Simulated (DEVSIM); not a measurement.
Structure: Si p-n junction from an implanted or diffused profile, at 300 K.

| layer (left to right) | material | thickness (μm) | Nd (cm⁻³) | τn (s) | τp (s) |
|---|---|---|---|---|---|
| 1 | Si | 20.0 | 6.1e16 | 4e-6 | 4e-6 |

Added acceptor profile: 2.3e18 cm⁻³ × exp(−(x − 0.061 μm)²/(2·(0.087 μm)²)). Left contact: ohmic. Right contact: ohmic. Voltage is applied to the left contact. Recombination: SRH at mid-gap, Auger. Mobility is constant in doping.

The device is made up for the run: typed textbook-type constants, with dimensions and the other settings drawn at random. Values at 300 K.

```csv
parameter,Si
gap (eV),1.124
affinity (eV),4.05
permittivity,11.7
Nc (cm⁻³),2.86e19
Nv (cm⁻³),3.1e19
μn (cm²/Vs),1417
μp (cm²/Vs),470
Cn (cm⁶/s),2.8e-31
Cp (cm⁶/s),9.9e-32
```

DEVSIM, 1D drift-diffusion, Boltzmann statistics, complete ionisation; no tunnelling, impact ionisation, image-force lowering or self-heating.

Q: Tabulate band edges, carrier densities and field at 0.9 V on the left contact.

A: Energies count from the Fermi level of the right contact; mesh points crowd at the junctions.

```
x (μm)   Ec (eV)  Ev (eV)  n (cm⁻³)  p (cm⁻³)  field (V/cm)
-------  -------  -------  --------  --------  ------------
0.000      0.150   -0.974     < 1e2    1.7e18          2000
0.02143    0.153   -0.971    3.1e14    2.0e18          1400
0.04893    0.156   -0.968    6.9e14    2.2e18           430
0.08419    0.155   -0.969    1.3e15    2.2e18          -810
0.1462     0.143   -0.981    3.3e15    1.4e18         -3000
0.2054     0.119   -1.005    1.0e16    5.3e17         -5300
0.2715     0.079   -1.045    4.8e16    1.1e17         -5200
0.3568     0.060   -1.064    1.1e17    5.3e16          -480
0.4229     0.059   -1.065    1.1e17    5.0e16           ≈ 0
0.4949     0.059   -1.065    1.1e17    5.0e16            37
0.6470     0.059   -1.065    1.1e17    5.0e16            38
1.166      0.061   -1.063    1.1e17    4.9e16            39
2.150      0.065   -1.059    1.1e17    4.8e16            39
4.354      0.074   -1.050    1.1e17    4.5e16            41
11.51      0.105   -1.019    9.4e16    3.3e16            48
16.09      0.130   -0.994    8.2e16    2.1e16            60
18.21      0.144   -0.980    7.3e16    1.2e16            73
19.19      0.152   -0.972    6.7e16    5.9e15            85
19.72      0.156   -0.968    6.3e16    2.2e15            94
19.89      0.158   -0.966    6.2e16    9.5e14            98
19.96      0.159   -0.965    6.1e16    3.4e14           100
20.00      0.159   -0.965    6.1e16      1900           100
```
